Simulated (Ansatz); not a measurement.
## Ni, response to strain

Start from Ni in the hcp (Mg type) structure (space group P6_3/mmc, No. 194; ferromagnetic; relaxed with 0.1 eV smearing).

```
Ni
1.0
    2.45363     0.00000     0.00000
   -1.22681     2.12490     0.00000
    0.00000     0.00000     4.04359
Ni
2
Cartesian
  0.00000   1.41660   1.01090
  1.22681   0.70830   3.03269
```

Cartesian axes are those of the cell as printed.

Strains are applied to the cell and any free atomic positions relax; under biaxial strain the out-of-plane vector relaxes too.

Calculations: r2SCAN (Ansatz, a program for electronic structure, PAW, no spin-orbit coupling).

| biaxial strain, plane normal [001], relaxed out of plane (%) | out-of-plane strain (%) |
|---|---|
| -1.67 | 1.19 |
| -1.38 | 1.00 |
| -0.95 | ? |
| -0.63 | 0.46 |
| 0 | 0.00 |

Task: Fit ε⊥ = −νε + γε² (strains in %) to the rows shown and predict the withheld row.

Result: Least squares on the printed values gives ν = 0.75 (the biaxial Poisson response) and γ = -0.020 (largest residual 0.01 %); this predicts 0.69 %, and the run gives 0.69 %, in agreement.

Other magnetic orders, which the real material may have, were not ruled out. No phonon test of stability was made. This is not the structure that Ni has at room temperature and ambient pressure.
